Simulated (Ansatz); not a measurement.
**A self-consistent single point of Lu2SeO2 (P3m1, 5 atoms in the cell) with Ansatz (an electronic-structure program)**

Level of theory: PBEsol, default PAW files made with PBE (plane waves; Ansatz).

This input was run:

Ansatz 0.2 input:
```yaml
crystal:
  lattice:
    - [3.727228, 0.000000, 0.000000]
    - [-1.863614, 3.227875, 0.000000]
    - [0.000000, 0.000000, 6.666781]
  atoms:
    - { symbol: Lu, position_ang: [-0.000002, 2.151918, 2.004701] }
    - { symbol: Lu, position_ang: [1.863616, 1.075957, 4.712081] }
    - { symbol: Se, position_ang: [0.000000, 0.000000, 0.000000] }
    - { symbol: O, position_ang: [-0.000002, 2.151918, 4.167405] }
    - { symbol: O, position_ang: [1.863616, 1.075957, 2.499376] }
basis:
  ecutwfc: 420.0
kpoints:
  mp_grid:
    grid: [8, 8, 4]
hamiltonian:
  xc: pbesol
  pseudopotentials:
    kind: paw
scf:
  occupations:
    method: fermi_dirac
    width: 0.02
output:
  forces: true
  eigenvalues: true
  stress: true
```

Output, abridged:

```
WARN the atoms were moved onto the symmetric positions of the space group found under crystal.symmetry.tolerance 1.0e-5 (fractional …
WARN ansatz: RAYON_NUM_THREADS=1 ignored (pool sized by the plan → 1); use --threads N
Pseudopotentials: kind: paw
Pseudopotential: Lu, paw, valence charge 25
Pseudopotential: Se, paw, valence charge 16
Pseudopotential: O, paw, valence charge 6
Crystal: 5 atoms, lattice volume = 80.208 Å³
Basis set: ecut = 420 eV, 1571 PW (Γ), exchange–correlation on 50×50×90 points (8 copies of the dense FFT grid, shifted against one another)
Bands: 47, of which v1, the nominal top of the filled ones, is band 39 counted from 1 (38 counted from 0)
Symmetry: 6 space group operations
Space group: P3m1 (ITA 156), of the structure as read, at distance tolerance 4.3e-5 Å
k-points: 35 of 256 (time reversal used)
PAW frozen core: Lu, regenerated for the run's functional, and the local potential with it
PAW frozen core: Se, regenerated for the run's functional, and the local potential with it
PAW frozen core: O, regenerated for the run's functional, and the local potential with it
Initial density: superposition of atomic densities (neutral atoms: chi_scale 0, normalization atom), corrected by the library's trained network
Initial wavefunctions: pseudopotential atomic-orbital guess
Eigensolver: davidson
Functional: x = pbesol(κ = 0.804, μ = 0.12345679012345678), c = pbesol(β = 0.046)
SCF iter   1: F=—  HF=-35779.257614 eV  |F-HF|=—  |Δ(HF+E_count)|=         —  Δρ=1.41e-2  dr2=1.44e-1  ethr=1.77e-3  ⟨swp⟩=6.3  Hψ=7116  notcnv=0
all-band conjugate gradients solve this SCF's bands
preconditioner: auto → Resta (q_TF=auto, 2.716 Å⁻¹)
SCF iter   2: F=—  HF=-35779.217360 eV  |F-HF|=—  |Δ(HF+E_count)|=   4.03e-2  Δρ=2.89e-3  dr2=3.31e-3  ethr=1.85e-4  ⟨swp⟩=3.5  Hψ=3912  notcnv=0  defer=80
SCF iter   3: F=—  HF=-35779.217394 eV  |F-HF|=—  |Δ(HF+E_count)|=   3.39e-5  Δρ=1.68e-3  dr2=1.49e-3  ethr=4.25e-6  ⟨swp⟩=2.3  Hψ=2874  notcnv=0  defer=80
SCF iter   4: F=—  HF=-35779.217584 eV  |F-HF|=—  |Δ(HF+E_count)|=   1.90e-4  Δρ=7.59e-4  dr2=5.07e-4  ethr=1.91e-6  ⟨swp⟩=2.4  Hψ=3463  notcnv=0  defer=80
SCF iter   5: F=—  HF=-35779.217243 eV  |F-HF|=—  |Δ(HF+E_count)|=   3.41e-4  Δρ=3.24e-4  dr2=9.77e-5  ethr=6.50e-7  ⟨swp⟩=3.4  Hψ=3693  notcnv=0  defer=80
SCF iter   6: F=—  HF=-35779.217111 eV  |F-HF|=—  |Δ(HF+E_count)|=   1.32e-4  Δρ=1.37e-4  dr2=1.51e-5  ethr=1.25e-7  ⟨swp⟩=2.5  Hψ=3186  notcnv=0  defer=80
SCF iter   7: F=—  HF=-35779.217110 eV  |F-HF|=—  |Δ(HF+E_count)|=   1.06e-6  Δρ=5.53e-5  dr2=2.00e-6  ethr=1.93e-8  ⟨swp⟩=2.0  Hψ=2442  notcnv=0  defer=80
SCF iter   8: F=—  HF=-35779.217110 eV  |F-HF|=—  |Δ(HF+E_count)|=   3.72e-7  Δρ=1.56e-5  dr2=1.43e-7  ethr=2.57e-9  ⟨swp⟩=2.3  Hψ=2753  notcnv=0  defer=80
SCF iter   9: F=-35779.217110 eV  HF=-35779.217110 eV  |F-HF|=7.44e-8  |Δ(HF+E_count)|=   5.87e-9  Δρ=7.47e-6  dr2=3.50e-8  ethr=1.28e-10  ⟨swp⟩=13.7  Hψ=11055  notcnv=0
SCF 1 converged in 9 iterations: F = -35779.217110 eV  dr2 = 3.50e-8
SCF converged after 9 iterations
Free energy (F): -35779.217110 eV
Harris-Foulkes:  -35779.217110 eV  (|F-HF|=7.44e-8)
Internal energy: -35779.217110 eV  (E = F + TS)
E sigma→0 (E₀):  -35779.217110 eV
Fermi energy:    14.629980 eV
--- Per-component energies (eV) ---
  E_band       = -196.166774
  E_kinetic    = 1313.585562
  E_local      = -15830.141177  (includes V_loc(G=0)·N_el)
  E_nonlocal   = 666.956653
  E_hartree    = 6806.402982
  E_xc         = -687.090048
  E_vxc        = -806.902149  (∫ρ·V_xc dr)
  E_paw        = -16682.352020  (= ΣΔE_a)
  E_vpaw       = 847.523471  (= ΣTr[D̂ρ^β])
  E_aug_tail   = 0.004240  (compensation charges beyond the density's cutoff)
  E_ewald      = -11370.046663
  E_core_change = 3.463362  (= ΣΔE_core)
  E_smearing   = -0.000000  (= −TS)
  E_closure    = -0.000000  (closes the sum)
  Σ components = -35779.217110   (vs F -35779.217110, Δ=0.00e0)
--- Forces (eV/Å), atoms counted from 1 ---
  atom   1  Lu     0.00000000    -0.00000000    -1.02019774
  atom   2  Lu     0.00000000     0.00000000     0.60810364
  atom   3  Se     0.00000000    -0.00000000     0.05029504
  atom   4  O     -0.00000000    -0.00000000     0.21415090
  atom   5  O      0.00000000     0.00000000     0.14770882
  max |Σ_I F_I| component: 6.07e-5 eV/Å
--- Stress (GPa, compression-positive) ---
       -0.256306       0.000000       0.000000
        0.000000      -0.256306       0.000000
        0.000000       0.000000       0.070124
  P = ⅓ Tr σ = -0.1475 GPa (-1.475 kbar)
  The stress holds the Pulay correction. Without it, at fixed plane waves, as pw.x and ABINIT print it: P = -0.5565 GPa
--- Band table (eV; the first three rows and the last of 35) ---
  k-point 0: bands = ["-41.5229", "-41.4662", "-32.6660", "-32.6593", "-32.6593", "-32.6220", "-32.6220", "-12.6374", "-12.2450", "-12.2450", "-12.1629", "-12.1629", "-12.1371", "-4.7064", "-4.3529", "1.3566", "8.6607", "8.6607", "8.6640", "8.8248", [...]
  k-point 1: bands = ["-41.5229", "-41.4662", "-32.6660", "-32.6593", "-32.6593", "-32.6220", "-32.6220", "-12.6250", "-12.2449", "-12.2449", "-12.1630", "-12.1630", "-12.1526", "-4.6849", "-4.3554", "1.2970", "8.6124", "8.6385", "8.6385", "9.0641", [...]
  k-point 2: bands = ["-41.5228", "-41.4663", "-32.6660", "-32.6593", "-32.6593", "-32.6220", "-32.6220", "-12.6118", "-12.2447", "-12.2447", "-12.1689", "-12.1632", "-12.1632", "-4.6628", "-4.3583", "1.2383", "8.5911", "8.6180", "8.6180", "9.0782", [...]
  k-point 34: bands = ["-41.5112", "-41.4578", "-32.6655", "-32.6595", "-32.6594", "-32.6217", "-32.6214", "-12.7096", "-12.6763", "-12.4186", "-12.3050", "-12.2155", "-12.1872", "-3.9639", "-3.8909", "2.0290", "8.0037", "8.4629", "8.7188", [...]
```

The run converged in 9 iterations.

The starting cell comes from a database of computed structures (which also holds hypothetical and non-ambient phases and stackings), without a prior relaxation at this level. Its lattice was rescaled by up to half a per cent. One atom was moved a little off its site on purpose. Spin-orbit coupling is off. Forces in this geometry exceed 1 eV/Å. Ansatz's pressure includes its estimate of the finite-basis (Pulay) stress.
